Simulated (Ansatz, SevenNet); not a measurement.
For Al2Cu (I4/mcm, No. 140, 6 atoms in the cell; start mp-998), the machine-learned potential SevenNet-0 (trained on PBE and PBE+U data) gives:

| Property | Result |
|---|---|
| lattice parameter a | 6.081 Å |
| lattice parameter c | 4.795 Å |

Task: What does r²SCAN (plane waves, PAW; Ansatz, an electronic-structure program) give for the same quantities?

Result: 
- lattice constant a: 5.998 Å (decreases by 1.4 %)
- lattice parameter c: 4.804 Å (increases by 0.2 %)

Changes are worked out from the printed values.

Unless a cell is named, each level is at its own relaxed cell (SevenNet-0 14.77, r²SCAN 14.40 Å³/atom).

Caveats: the relaxation could not lower the start's symmetry, so the cell can be a saddle point above a distorted one (SevenNet-0, r²SCAN). Ansatz's density-functional and Hartree–Fock values are scalar-relativistic unless marked +SOC, with PAW data made under PBE.

A start named mp-… is a Materials Project structure, which need not be a measured phase.
